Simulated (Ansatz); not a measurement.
CdTe (model structure, P6₂22, No. 180, 6 atoms in the cell), treated with r²SCAN0 in Ansatz (plane waves, PAW).

Run with plane-wave cutoff 520 eV, 6×6×2 k mesh (along the axes of the cell as run), Fermi–Dirac smearing 0.01 eV, scalar-relativistic PAW data made under PBE.

Cell (relaxed with PBEsol):

```xyz
6
Lattice="4.5226 0.0000 0.0000 -2.2613 3.9167 0.0000 0.0000 0.0000 10.2653" Properties=species:S:1:pos:R:3 pbc="T T T"
Cd     2.2614     0.0000     6.8435
Cd    -1.1307     1.9585     3.4218
Cd     1.1306     1.9582     0.0000
Te     2.2614     0.0000     1.7109
Te    -1.1307     1.9584     8.5544
Te     1.1306     1.9583     5.1326
```

**Question.** Estimate the band gap and smallest direct gap on the k points sampled that the calculation returns.

**Answer.** 
* **band gap**: 1.91 eV (on the SCF k mesh)
* **smallest direct gap on the k points sampled**: 1.98 eV

Note: the relaxation could raise the start's symmetry but not lower it, so the cell can be a saddle point; cell and atoms aren't relaxed at this level (pressure 1.2 GPa).

Spin–orbit coupling is not included; with these elements it can move the gap by several tenths of an eV or more.

Static lattice: no zero-point or thermal effects.

A model structure was made by putting elements into a prototype or built by hand; it is no filed structure, need not be a known phase, and can be a saddle point held by its symmetry.

Ansatz is a quantum-chemistry and plane-wave program.
